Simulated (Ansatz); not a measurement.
The reference is Au in the fcc (Cu type) structure (space group Fm-3m, No. 225; a = 4.0834 Å). Axes: x, y, z lie along the cube axes.

Perturbation: uniaxial strain ε_xx = −2.17 %, all other strain components held at zero; the atoms relax in the strained cell.

Levels (all Ansatz, a quantum-chemistry and plane-wave program, PAW): PBEsol (420 eV, scalar-relativistic without spin-orbit coupling); PBEsol+SOC (420 eV, noncollinear with spin-orbit coupling).

The geometry is relaxed with PBEsol.

| Property | Result |
|---|---|
| PBEsol pressure | 4.1 GPa |

With PBEsol+SOC at the same geometry, the pressure falls by 1.5 GPa (4.1 GPa → 2.6 GPa).

Single points use the geometry relaxed with PBEsol. The spin-orbit shifts are approximate. Stability against distortions was not tested.
